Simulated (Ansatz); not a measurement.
Structures of equal composition on the (100) surface of germanium: 1 pair of surface atoms bonded, Si on all surface atoms, no caps; 1 pair of surface atoms bonded, Si on all atoms bonded under the surface atoms, no caps. The slabs share one bottom face, and each structure is named by its start. These are constructed structures in small cells; real faces may alloy, dewet or reconstruct in larger ones, and not all known structures of the face are among them. Slabs of about 17 Å, Fermi-Dirac smearing of 0.025 eV. Bottom of the slabs: built like the top, H on every dangling bond, free. Relaxed from the named starts with such symmetry as they have, on meshes of like density; energies extrapolated to zero smearing; spin only where a row says so; no spin-orbit coupling, no U. Brackets mark spin-polarised runs, whose order is one that fits the cell. Where a second, spin-polarised start was run, the lower counts.

The numbers are results of PBE (plane waves to 420 eV, PAW; Ansatz, an electronic-structure program), not measurements.

Question: Rank these by energy per 1x1 cell (lowest first), as PBE gives it.

Answer: 1 pair of surface atoms bonded, Si on all atoms bonded under the surface atoms, no caps (0.000 eV), 1 pair of surface atoms bonded, Si on all surface atoms, no caps (0.165 eV)
